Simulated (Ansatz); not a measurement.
Worked calculations on one periodic cell of amorphous Hf18O41Nb2: Hf18O41Nb2, 61 atoms, volume 793.0 Å³, made by a melt-quench on the CHGNet potential and relaxed with DFT. O atoms were pushed apart under 1.9 Å during the dynamics, to hinder bonds among them. It is a model cell: composition and starting density were chosen by hand, and all elements were melted together. Cycles of charging were run to anneal it. Level of theory: PBE, scalar-relativistic without spin-orbit coupling (plane waves to 420 eV, PAW; Ansatz, a program for electronic structure). Sampling: a 2×2×2 Γ-centred mesh; Fermi-Dirac width 0.02 eV; no spin polarisation. Its volume was held where the quench left it, its shape was held as a cube, and it stands at a mean pressure of -0.8 GPa with stress components up to 1.7 GPa; the relaxation ran on the zone centre alone. Its density went from a set 8.49 to 8.49 g/cm³. The cell is small and was quenched far faster than a real film, so it is one sample of the glass.

**Question.** Count formal charges (Hf +4, O -2, Nb +5). What does the count lead one to expect at the Fermi level, and what does the calculation give?

**Answer.** 18 × (+4) + 41 × (-2) + 2 × (+5) = 0. The charges balance, so the anion-derived valence states can be full and a gap can open. On this mesh the highest filled and lowest empty level lie 3.28 eV apart, the PBE gap of this cell, with a localised state at one edge or both.

Four energies for an added electron at PBE on the zone centre alone (charged cells in a uniform background, spin-polarised): neutral at the neutral geometry -315447.503 eV; charged at the neutral geometry -315432.636 eV; charged and relaxed -315432.997 eV; neutral at the charged geometry -315447.017 eV.

**Question.** Find the two relaxation energies and their sum, the reorganisation energy.

**Answer.** On charging: -315432.636 − (-315432.997) = 0.361 eV. On discharging: -315447.017 − (-315447.503) = 0.486 eV. The sum is 0.847 eV. The carrier's level spreads over 3 of the 61 atoms' worth, so it counts as localised, most on one Nb atom with neighbours O 1.88 Å, O 1.99 Å, O 2.09 Å, O 2.09 Å, O 2.10 Å, O 2.26 Å, O 2.30 Å (neutral geometry). The values are uncorrected: the image energy of a point charge in this cell, 2.84 × 14.40 / (2 × 9.3) = 2.2 eV before screening, is screened by electrons alone at the fixed geometry and by ions too after relaxing, and the carrier can be spread before it relaxes, so each term can be off by up to that value times 1/ε∞, some tenths of an eV. PBE's self-interaction favours spread-out carriers, so a hybrid can localise more.

Four energies for a hole at PBE on the zone centre alone (charged cells in a uniform background, spin-polarised): neutral at the neutral geometry -315447.503 eV; charged at the neutral geometry -315458.786 eV; charged and relaxed -315458.991 eV; neutral at the charged geometry -315446.875 eV.

**Question.** Find the two relaxation energies and their sum, the reorganisation energy.

**Answer.** On charging: -315458.786 − (-315458.991) = 0.205 eV. On discharging: -315446.875 − (-315447.503) = 0.628 eV. The sum is 0.833 eV. The carrier's level spreads over 4 of the 61 atoms' worth, so it counts as localised, most on one O atom with neighbours Nb 1.99 Å, Hf 2.25 Å, Hf 2.31 Å (neutral geometry). The values are uncorrected: the image energy of a point charge in this cell, 2.84 × 14.40 / (2 × 9.3) = 2.2 eV before screening, is screened by electrons alone at the fixed geometry and by ions too after relaxing, and the carrier can be spread before it relaxes, so each term can be off by up to that value times 1/ε∞, some tenths of an eV. PBE's self-interaction favours spread-out carriers, so a hybrid can localise more.
